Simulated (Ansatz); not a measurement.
Response to strain in hypothetical rock salt GaAs

Consider GaAs in the rock salt structure (space group Fm-3m, No. 225; a = 5.394 Å; a hypothetical phase, not in the database extracts checked; relaxed with 0.1 eV smearing). Axes: x, y, z lie along the cube axes.

Strains are applied to the cell and any free atomic positions relax; under biaxial strain the out-of-plane vector relaxes too; under stress the whole cell relaxes.

Levels (all Ansatz, a first-principles code, PAW, earlier PAW set): PBE (420 eV, spin-orbit coupling left out); r2SCAN (500 eV, scalar-relativistic without spin-orbit coupling).

The base cell above is that of PBE; each level relaxes its own structures.

Notes on the quantities. energy relative to the base: free energy F.

| case | energy relative to the base, PBE | energy relative to the base, r2SCAN |
|---|---|---|
| biaxial strain −0.16 %, plane normal [001], relaxed out of plane | 0.0 meV/atom | +0.1 meV/atom |
| biaxial strain −0.66 %, plane normal [110], relaxed out of plane | +0.5 meV/atom | +0.6 meV/atom |
| isotropic strain −3.98 % | +71 meV/atom | +80 meV/atom |
| isotropic strain +2.67 % | +25 meV/atom | +28 meV/atom |
| isotropic strain +5.47 % | +95 meV/atom | +107 meV/atom |
| uniaxial strain ε_xx = −1.26 % | +1.4 meV/atom | +1.5 meV/atom |
| uniaxial strain ε_zz = −1.93 % | +3.4 meV/atom | +3.7 meV/atom |
| uniaxial strain ε_zz = −0.56 % | +0.3 meV/atom | +0.3 meV/atom |
| tensor shear ε_yz = −1.32 % | +0.6 meV/atom | +0.9 meV/atom |
| tensor shear ε_xy = −3.70 % | +4.8 meV/atom | +7.0 meV/atom |
| uniaxial stress, 3 GPa tension along x | +6.0 meV/atom | +5.0 meV/atom |

The two levels differ by at most about 12 meV/atom. They disagree on the order of uniaxial stress, 3 GPa tension along x and tensor shear ε_xy = −3.70 %.

Beyond what the load breaks, stability against distortions was not tested. All final runs are without spin polarisation.
